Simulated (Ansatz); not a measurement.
A (4,4) BN nanotube has 16 atoms in a period of 2.516 Å, a mean diameter of 5.61 Å, and lies 168 meV/atom over the flat sheet relaxed at the same level.

All values below come from PBE (plane waves to 420 eV, PAW; Ansatz, an electronic-structure program). Mesh 1×1×12. No spin polarisation. Periodic along z alone, with about 11 Å of vacuum beside it. An idealised model, rolled from the flat sheet. Only distortions within the start's symmetry and period were free.

Question: Which bending rigidity of the sheet does this imply in the thin-plate picture?

Answer: A plate bent to radius R stores D/(2R²) an area. The area an atom is π × 5.61 × 2.516/16 = 2.77 Å², so the stored energy is 0.168/2.77 = 0.0606 eV/Å². With R = 2.805 Å, D = 2R² × 0.0606 = 0.95 eV. At this curvature the harmonic plate is a rough guide.
